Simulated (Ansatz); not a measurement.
The reference is CoSi2 (space group Fm-3m, No. 225; a = 5.315 Å; non-magnetic).

Level of theory: r2SCAN, PAW, 500 eV (Ansatz, an electronic-structure program; no spin-orbit coupling).

For the base:

The pressure is 0.0 GPa.

Modification: the cell is scaled by 1.0299 in all directions, atoms relaxed at fixed cell.

Problem. How does this affect the energy relative to the base and pressure?

Solution. The energy rises by 56 meV/atom; the pressure goes from zero to -14.2 GPa.

The cells carry an imposed strain or load. Whether these cells are dynamically stable was not tested. Seeded moments were not kept for the base. All final runs are without spin polarisation. An odd electron count without spin: CoSi2.
